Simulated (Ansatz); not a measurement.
## CuPd in the CsCl type structure (space group Pm-3m, No. 221)

```cif
data_CuPd
_chemical_formula_sum 'Cu1 Pd1'
_space_group_name_H-M_alt 'P 1'
_space_group_IT_number 1
_cell_length_a 2.96170
_cell_length_b 2.96170
_cell_length_c 2.96170
_cell_angle_alpha 90.000
_cell_angle_beta 90.000
_cell_angle_gamma 90.000
loop_
_space_group_symop_operation_xyz
  'x, y, z'
loop_
_atom_site_label
_atom_site_type_symbol
_atom_site_fract_x
_atom_site_fract_y
_atom_site_fract_z
_atom_site_occupancy
Cu1 Cu 0.00000 0.00000 0.00000 1
Pd1 Pd 0.50000 0.50000 0.50000 1
```

Calculations: Ansatz (a program for electronic structure), PBEsol, PAW, cutoff 420 eV, scalar-relativistic without spin-orbit coupling. Γ-centred 16×16×16 mesh, Fermi–Dirac width 0.05 eV.

| Item | Result |
|---|---|
| Volume per atom | 12.99 Å³ |
| Density | 10.86 g/cm³ |
| Band gap | zero |
| Total energy | -6747.819 eV/atom (σ→0; compares only within this code and set-up) |

Whether these cells are dynamically stable was not tested. All final runs are without spin polarisation.
